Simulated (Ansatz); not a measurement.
NbB$_{2}$ (P6/mmm), PBEsol, DFPT electron-phonon coupling, linearised Boltzmann equation in Ansatz (an electronic-structure program): phonon-limited resistivity 8.97 μΩ·cm at 300 K along x (a = (3.09, 0.00, 0.00) Å; b = (-1.55, 2.68, 0.00) Å; c = (0.00, 0.00, 3.29) Å), 13.1 μΩ·cm at 400 K, current-weighted mean free path 7.7 nm.

Task: What temperature coefficient of resistance follows, and how does it compare with 1/T?

Result: (ρ₄₀₀ − ρ₃₀₀)/(100 K × ρ₃₀₀) = 4.60×10⁻³ K⁻¹, against 1/T = 3.33×10⁻³ K⁻¹ for a resistivity proportional to T. It lies higher because phonons are still being populated at 300 K; impurities would add a constant and lower it.

Task: Estimate the electronic thermal conductivity at 300 K by the Wiedemann-Franz law (L₀ = 2.44×10⁻⁸ W·Ω/K²).

Result: L₀T/ρ = 2.44×10⁻⁸ × 300/(8.97×10⁻⁸) = 81.6 W/(m·K). Inelastic scattering puts the true Lorenz number somewhat under L₀ near and below the Debye temperature.

Task: What is the classical skin depth at 10 GHz (nonmagnetic, μ₀ = 1.257×10⁻⁶ H/m)?

Result: δ = √(ρ/(π f μ₀)) = 1510 nm.

A metal at this level (no band gap). Only scattering by harmonic phonons is included (no impurities, grain boundaries, electron-electron scattering or thermal expansion). Spin-orbit coupling is left out. Halving the electron mesh (32x32x24) moves the resistivity by up to 10 % at 300 K, the mean free path by up to 4 %. Smearing 0.20 eV; phonons on a 5x5x4 q mesh, which this run doesn't test.
